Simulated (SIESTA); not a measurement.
# Worked example: self-consistent single point of V (Im-3m, 1 atom in the cell) in SIESTA

Level of theory: GGA PBE, numerical atomic orbitals DZP, PseudoDojo PBE standard norm-conserving potentials (rewritten from UPF to PSML) (SIESTA).

This input was run:

```
# files in the folder: V.psml (PseudoDojo PBE standard)
SystemName  V
SystemLabel siesta

NumberOfAtoms                1
NumberOfSpecies              1
%block ChemicalSpeciesLabel
  1 23 V
%endblock ChemicalSpeciesLabel
LatticeConstant              2.610937 Ang
%block LatticeVectors
    -0.577350200    0.577350200    0.577350200
     0.577350200   -0.577350200    0.577350200
     0.577350200    0.577350200   -0.577350200
%endblock LatticeVectors
AtomicCoordinatesFormat      ScaledCartesian
%block AtomicCoordinatesAndAtomicSpecies
     0.000000000    0.000000000    0.000000000  1
%endblock AtomicCoordinatesAndAtomicSpecies

XC.functional                GGA
XC.authors                   PBE
PAO.BasisSize                DZP
PAO.EnergyShift              0.01 Ry
MeshCutoff                   300 Ry
%block kgrid.MonkhorstPack
    8   0   0  0.0
    0   8   0  0.0
    0   0   8  0.0
%endblock kgrid.MonkhorstPack
OccupationFunction           MP
OccupationMPOrder            0
ElectronicTemperature        1160.45 K

MaxSCFIterations             150
SCF.Mixer.Method             Pulay
SCF.Mixer.Weight             0.1
SCF.Mixer.History            6
SCF.DM.Tolerance             1.0E-05
Diag.ParallelOverK           true
WriteForces                  true
Charge.Mulliken              end
```

The program printed (abridged):

```
reinit: Reading from file input.fdf

reinit: System Name: V
reinit: System Label: siesta

coor:   Atomic-coordinates input format  =     Cartesian coordinates
coor:                                          (in units of alat)

siesta: Atomic coordinates (Bohr) and species
siesta:      0.00000   0.00000   0.00000  1        1

siesta: System type = bulk

initatomlists: Number of atoms, orbitals, and projectors:      1    19    18

siesta: ******************** Simulation parameters ****************************
redata: Spin configuration                          = none
redata: Time-Reversal Symmetry                      = T
redata: Number of Atomic Species                    =        1
redata: Mesh Cutoff                                 =   300.0000 Ry
redata: Net charge of the system                    =     0.0000 |e|
redata: Min. number of SCF Iter                     =        0
redata: Max. number of SCF Iter                     =      150
redata: SCF convergence failure will abort job
redata: SCF mix quantity                            = Hamiltonian
redata: Mix DM or H after convergence               =   F
redata: Recompute H after scf cycle                 =   F
redata: Mix DM in first SCF step                    =   T
redata: No kicks to SCF
redata: DM Mixing Weight for Kicks                  =     0.5000
redata: Require Harris convergence for SCF          =   F
redata: Harris energy tolerance for SCF             =     0.000100 eV
redata: Require DM convergence for SCF              =   T
redata: DM tolerance for SCF                        =     0.000010
redata: Require EDM convergence for SCF             =   F
redata: EDM tolerance for SCF                       =     0.001000 eV
redata: Require H convergence for SCF               =   T
redata: Hamiltonian tolerance for SCF               =     0.001000 eV
redata: Require (free) Energy convergence for SCF   =   F
redata: (free) Energy tolerance for SCF             =     0.000100 eV
redata: Using DFT-D3 dispersion                     =   F
redata: Using Saved Data (generic)                  =   F
redata: Method of Calculation                       = Diagonalization
redata: Electronic Temperature                      =  1160.4500 K
redata: Number of TDED substeps                     =        3
redata: Dynamics option                             = Single-point calculation
redata: Save all siesta data in one NC              =   F
redata: ***********************************************************************

%block SCF.Mixers
  Pulay
%endblock SCF.Mixers

%block SCF.Mixer.Pulay
  # Mixing method
  method pulay
  variant stable

  # Mixing options
  weight 0.1000
  weight.linear 0.1000
  history 6
%endblock SCF.Mixer.Pulay

DM_history_depth set to one: no extrapolation allowed by default for geometry relaxation
Size of DM history Fstack: 1
Total number of electrons:    13.000000
Total ionic charge:    13.000000

* ProcessorY, Blocksize:    1  20

* Orbital distribution balance (max,min):    19    19

k-point displ. along   1 input, could be:     0.00    0.50
k-point displ. along   2 input, could be:     0.00    0.50
k-point displ. along   3 input, could be:     0.00    0.50
 Kpoints in:          320 . Kpoints trimmed:          296

siesta: k-grid: Number of k-points = 296
siesta: k-points from Monkhorst-Pack grid
siesta: k-cutoff (effective) =    10.444 Ang
siesta: k-point supercell and displacements
siesta: k-grid:     8     0     0      0.000
siesta: k-grid:     0     8     0      0.000
siesta: k-grid:     0     0     8      0.000

diag: Algorithm                                     = D&C
diag: Parallel over k                               =   F
diag: Use parallel 2D distribution                  =   F
diag: Parallel block-size                           = 20
diag: Parallel distribution                         =     1 x     1
diag: Used triangular part                          = Lower
diag: Absolute tolerance                            =  0.100E-15
diag: Orthogonalization factor                      =  0.100E-05
diag: Memory factor                                 =  1.0000

superc: Internal auxiliary supercell:     9 x     9 x     9  =     729
superc: Number of atoms, orbitals, and projectors:    729  13851  13122

                        Single-point calculation

superc: Internal auxiliary supercell:     9 x     9 x     9  =     729
superc: Number of atoms, orbitals, and projectors:    729  13851  13122

outcell: Unit cell vectors (Ang):
       -1.507425    1.507425    1.507425
        1.507425   -1.507425    1.507425
        1.507425    1.507425   -1.507425

outcell: Cell vector modules (Ang)   :    2.610937    2.610937    2.610937
outcell: Cell angles (23,13,12) (deg):    109.4712    109.4712    109.4712
outcell: Cell volume (Ang**3)        :     13.7015
new_DM -- step:     1
Initializing Density Matrix...

Attempting to read DM from file... Failed...
DM filled with atomic data:

InitMesh: MESH = 24 x 24 x 24 = 13824
InitMesh: Mesh cutoff (required, used) =   300.000   350.286 Ry

stepf: Methfessel-Paxton step function
       Using Hermite-Gauss polynomials of order  0

        iscf     Eharris(eV)        E_KS(eV)     FreeEng(eV)     dDmax    Ef(eV) dHmax(eV)
   scf:    1    -1993.582450    -2005.884488    -2005.888741  1.306606 -5.152831  7.875688
   scf:    2    -2007.248383    -2006.593382    -2006.602763  0.053318 -5.478772  6.058008
   scf:    3    -2007.977216    -2007.688187    -2007.698028  0.161336 -6.659878  0.566435
   scf:    4    -2007.699351    -2007.698173    -2007.708929  0.018113 -6.520456  0.137387
   scf:    5    -2007.662880    -2007.683819    -2007.694748  0.016239 -6.422979  0.669323
   scf:    6    -2007.706023    -2007.698297    -2007.709172  0.015301 -6.534051  0.082705
   scf:    7    -2007.698717    -2007.698542    -2007.709368  0.001591 -6.546623  0.021600
   scf:    8    -2007.698580    -2007.698562    -2007.709378  0.000276 -6.548540  0.011531
   scf:    9    -2007.698582    -2007.698573    -2007.709381  0.000322 -6.551589  0.001103
   scf:   10    -2007.698571    -2007.698572    -2007.709381  0.000031 -6.551344  0.000072
   scf:   11    -2007.698572    -2007.698572    -2007.709381  0.000007 -6.551352  0.000090

SCF Convergence by DM+H criterion
max |DM_out - DM_in|         :     0.0000073733
max |H_out - H_in|      (eV) :     0.0000903999
SCF cycle converged after 11 iterations

Using DM_out to compute the final energy and forces

siesta: E_KS(eV) =            -2007.6986

siesta: E_KS - E_eggbox =     -2007.6986

siesta: Atomic forces (eV/Ang):
     1   -0.000000    0.000000    0.000000
   Tot   -0.000000    0.000000    0.000000
   Max    0.000000
   Res    0.000000    sqrt( Sum f_i^2 / 3N )
   Max    0.000000    constrained

Stress tensor Voigt[x,y,z,yz,xz,xy] (kbar):       82.41       82.41       82.41        0.45        0.45        0.45
(Free)E + p*V (eV/cell)    -2008.4141
Target enthalpy (eV/cell)    -2007.7094

siesta: Program's energy decomposition (eV):
siesta: Ebs     =      -444.729472
siesta: Eions   =      3034.674622
siesta: Ena     =       465.812947
siesta: Ekin    =       830.568545
siesta: Enl     =        14.420390
siesta: Eso     =         0.000000
siesta: Edftu   =         0.000000
siesta: DEna    =        26.912041
siesta: DUscf   =         0.619537
siesta: DUext   =         0.000000
siesta: Ex      =      -292.052297
siesta: Ec      =       -19.305113
siesta: Exc     =      -311.357410
siesta: Eharris =     -2007.698572
siesta: Etot    =     -2007.698572
siesta: FreeEng =     -2007.709381

siesta: Stress tensor (static) (eV/Ang**3):
siesta:     0.051437    0.000281    0.000281
siesta:     0.000281    0.051437    0.000281
siesta:     0.000281    0.000281    0.051437

siesta: Cell volume =         13.701469 Ang**3

siesta: Pressure (static):
siesta:                Solid            Molecule  Units
siesta:          -0.00056021         -0.00056021  Ry/Bohr**3
siesta:          -0.05143655         -0.05143655  eV/Ang**3
siesta:         -82.41043479        -82.41043479  kBar

mulliken: Atomic and Orbital Populations:

Species: V
Atom  Qatom  Qorb
               3s      4s      4s      3py     3pz     3px     4py     4pz
               4px     3dxy    3dyz    3dz2    3dxz    3dx2-y2 3dxy    3dyz
               3dz2    3dxz    3dx2-y2
   1 13.000   1.899   0.320   0.131   1.987   1.987   1.987   0.337   0.337
              0.337   0.902   0.902   0.739   0.902   0.739  -0.101  -0.101

             -0.101  -0.101  -0.101

mulliken: Qtot =       13.000

Mulliken Atomic Populations:
Atom #   charge [q] valence [e]  Species
     1     0.000000   13.000000  V
 Total     0.000000
```

The run converged in 11 iterations.

The starting cell has typed, rounded lattice constants, without a prior relaxation at this level. Its lattice was rescaled by up to half a per cent. Spin polarisation is off. Values carry the incompleteness of an atom-centred basis. With a pressure of about -8 GPa the cell is away from its equilibrium volume at this level.
